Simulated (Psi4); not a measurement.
Psi4 1.11, unrestricted PBE0/def2-svpd: Co(OH)(OMe) (C[O][Co][OH]), charge 0, multiplicity 4, 8 atoms. The geometry is a generated start, not checked to be a minimum at this level.

```json
{
 "task": "energy",
 "method": "pbe0",
 "basis": "def2-svpd",
 "memory": "3 GB",
 "maxiter": "100",
 "keys_of_the_molecule_block": "symmetry c1",
 "scf_type": "df (default)",
 "guess": "auto, which took SAD (default)",
 "scf_initial_accelerator": "adiis (default)",
 "e_convergence": "1e-06 (default)",
 "d_convergence": "1e-06 (default)",
 "dft_radial_points": "75 (default)",
 "dft_spherical_points": "302 (default)",
 "basis_functions": "132",
 "grid_points": "174287"
}
```

```xyz
8

Co     0.7674     0.2819     1.0522
O      1.6831     0.6346     2.3934
H      2.1387     0.9519     3.1630
O     -0.1509    -0.0955    -0.2740
C     -0.9423    -0.3822    -1.3549
H     -1.1456     0.5271    -1.9376
H     -0.4491    -1.1114    -2.0139
H     -1.9013    -0.8063    -1.0283
```

Charge 0 and multiplicity 4 are set for this test and not shown to be the ground state.

One run each on 2 threads. Values of diis_max_vecs tried: 3, 6, 10 (default), 20.

How does the count of SCF iterations change with diis_max_vecs, and where is it least?

Fewest SCF iterations: 20 with 50. The count rises to 98 at 10 (default). The run ends without SCF convergence in 100 iterations at 3, 6.

```json
[
 {"diis_max_vecs": "3", "SCF iterations": "100", "end": "no convergence"},
 {"diis_max_vecs": "6", "SCF iterations": "100", "end": "no convergence"},
 {"diis_max_vecs": "10 (default)", "SCF iterations": "98", "end": "same solution"},
 {"diis_max_vecs": "20", "SCF iterations": "50", "end": "same solution"}
]
```
